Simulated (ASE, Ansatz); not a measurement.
One thermal frame of composition Li2ClF, cell Li24Cl12F12, brought to this temperature after a much hotter stage, at a temperature that wasn't checked against the liquidus, so perhaps supercooled [in the CHGNet run: it was liquid; mean temperature 846 K (target 840 K); density 1.45 g/cm³, volume -2 % from the start cell's], 840 K, computed in Ansatz (plane waves, PAW) at several levels on the same positions and k-sampling (Γ only); no spin polarisation or spin-orbit coupling.

Warnings of the HSE06 run: stress exchange threshold loose, stress scf threshold loose. 

The frame comes from MD with CHGNet (ASE). The base level is PBE (cutoff 420 eV), whose static pressure on this k-sampling is -0.9 GPa. On the run's last frame a denser k-mesh moved the forces by 0.005 eV/Å rms, the static pressure by -0.02 GPa and the free energy by -1 meV/atom, which is about how far such values are converged. That check is the base level's; hybrids converge more slowly with the size of the cell. Differences between levels on one k-sampling err less than the absolute values. Cutoffs of the other levels: 500 eV for r2SCAN, the files' default (420 eV for most) otherwise. Volume per atom 19.60 Å³.

```
level   static pressure less the base's (GPa)  rms force change from the base (eV/Å)  gap at the supercell's Γ (eV)                          cost
------  -------------------------------------  -------------------------------------  -----------------------------  ----------------------------
PBE                                         0                                      0                           4.17                        (base)
r2SCAN                                      …                                   0.03                              …  very roughly 40 core-seconds
HSE06                                       …                                      …                              …      roughly 120 core-seconds
```

Task: Fill in the missing entries.

Result: 
- r2SCAN, static pressure less the base's (GPa): -0.7
- r2SCAN, gap at the supercell's Γ (eV): 4.75
- HSE06, static pressure less the base's (GPa): -0.6
- HSE06, rms force change from the base (eV/Å): 0.04
- HSE06, gap at the supercell's Γ (eV): 5.47

Ansatz is a program for electronic structure.
